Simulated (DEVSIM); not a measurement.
Device: abrupt GaAs p-n junction, at 300 K.

Layer 1 from the left is GaAs, thickness (μm) 0.110, Na (cm⁻³) 1.5e16, τn (s) 4.6e-9, τp (s) 4.6e-9. Layer 2 from the left is GaAs, thickness (μm) 24.0, Nd (cm⁻³) 4.5e16, τn (s) 4.6e-9, τp (s) 1.4e-9.

Left contact: ohmic. Right contact: ohmic. Voltage is applied to the left contact. Recombination: SRH at mid-gap, radiative, Auger. Mobility is constant in doping.

Constants are typed, rounded textbook-type inputs, not results; the design itself was drawn at random and stands for no fabricated device. Values at 300 K.

GaAs: gap (eV) 1.424, affinity (eV) 4.07, permittivity 12.9, Nc (cm⁻³) 4.7e17, Nv (cm⁻³) 9e18, μn (cm²/Vs) 8500, μp (cm²/Vs) 400, B (cm³/s) 2e-10, Cn (cm⁶/s) 1e-30, Cp (cm⁶/s) 1e-30.

Simulated with DEVSIM: 1D drift-diffusion, Boltzmann statistics, complete ionisation; no tunnelling, impact ionisation, image-force lowering or self-heating.

Question: What does the simulation give for the dark forward voltage at 100 A/cm², the potential step across the device at zero bias, the largest field in the device at zero bias?

Answer: dark forward voltage at 100 A/cm² 0.981 V; potential step across the device at zero bias 1.198 V; largest field in the device at zero bias 76000 V/cm.
